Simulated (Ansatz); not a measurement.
## Al: pressure series

The reference is Al in the fcc (Cu type) structure (space group Fm-3m, No. 225; a = 3.992 Å).

Cell and atoms are relaxed at each pressure.

Level of theory: Ansatz (an electronic-structure program), r2SCAN, PAW, cutoff 500 eV, no spin-orbit coupling.

Notes on the quantities. enthalpy: H = E + PV relative to the base's energy.

| variant | lattice parameter a | enthalpy |
|---|---|---|
| base | 3.992 Å | – |
| pressure −2 GPa | 4.022 Å | -0.20 eV/atom |
| pressure −1 GPa | 4.007 Å | -0.10 eV/atom |
| pressure 3 GPa | [?] | +0.29 eV/atom |
| pressure 7 GPa | 3.907 Å | +0.67 eV/atom |
| pressure 15 GPa | 3.831 Å | +1.39 eV/atom |
| pressure 30 GPa | 3.726 Å | +2.65 eV/atom |
| pressure 50 GPa | [?] | +4.20 eV/atom |
| pressure 75 GPa | 3.528 Å | +5.98 eV/atom |
| pressure 100 GPa | 3.452 Å | +7.64 eV/atom |

**Question.** What belongs in the blanks?

**Answer.** 
- pressure 3 GPa, lattice parameter a: 3.952 Å
- pressure 50 GPa, lattice parameter a: 3.624 Å

Load acts through the strain it causes; cell and atoms are relaxed under it. Whether these cells are dynamically stable was not tested. Competing high-pressure phases were not computed.
